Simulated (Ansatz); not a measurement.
The parent structure is BP in the zinc blende structure (space group F-43m, No. 216; a = 4.520 Å).

The other end (x = 1) is LiP in the zinc blende structure (space group F-43m, No. 216; a hypothetical phase, not in the database extracts checked): 20.18 Å³/atom, gap zero; this end may not be an ambient phase.

Calculations: PBEsol (Ansatz, an electronic-structure program; PAW; 420 eV plane waves; scalar-relativistic without spin-orbit coupling).

Li replaces a fraction x of B; each row is one arrangement (x, atoms in the cell, starting space group or random), fully relaxed.

One change was made to it. Results:

The mean first-shell distances amounts to B–P 1.897 Å (end compound 1.957 Å), Li–P 2.490 Å (end compound 2.358 Å); the mixing energy comes out as -0.61 eV/atom (to 0.01 eV only: unlike meshes or grids) (against an end that may be hypothetical); the band gap changes from 1.11 eV to zero.

What was done to the base?
A) x(Li) = 0.75, 8 atoms, P-4m2
B) x(Li) = 0.25, 8 atoms, I-42m
C) x(Li) = 0.25, 8 atoms, P-4m2

A, x(Li) = 0.75, 8 atoms, P-4m2. For comparison, the mixing energy in the other runs: x(Li) = 0.25, 8 atoms, P-4m2 gives -0.19 eV/atom; x(Li) = 0.25, 8 atoms, I-42m gives +0.05 eV/atom.

Each cell is one ordered arrangement of few atoms, which overstates ordering effects compared with a random alloy. Whether these cells are dynamically stable was not tested. All final runs are without spin polarisation. Under x(Li) = 0.75, 8 atoms, P-4m2 and x(Li) = 0.25, 8 atoms, P-4m2 the cell changed shape so far that it is another structure.
